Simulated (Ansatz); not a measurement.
S on the O site (S_O) in rock-salt MgO (start: the O site; 64-site cell, 2×2×2 shifted sampling), Mg-rich (Δμ(O) = -5.37 eV, Δμ(S) = -2.90 eV, bounded by MgS (Fm-3m); only phases computed here count, gases as isolated molecules at 0 K). Calculation: PBE, PAW (plane waves to 420 eV; Ansatz, a quantum-chemistry and plane-wave program). In charge state 0 (not spin-polarised) the formation energy is 2.64 eV. The crystal has 5.20 × 10^22 O sites per cm³.

Q: Estimate the equilibrium concentration at 900 K in the dilute limit, leaving out vibrational entropy and degeneracy.

A: kT = 0.0776 eV; c = N exp(−E_f / kT) = 5.20 × 10^22 × exp(−34.0) ≈ 9 × 10^7 cm^-3. An error of 0.2 eV in E_f moves this by a factor of 13.
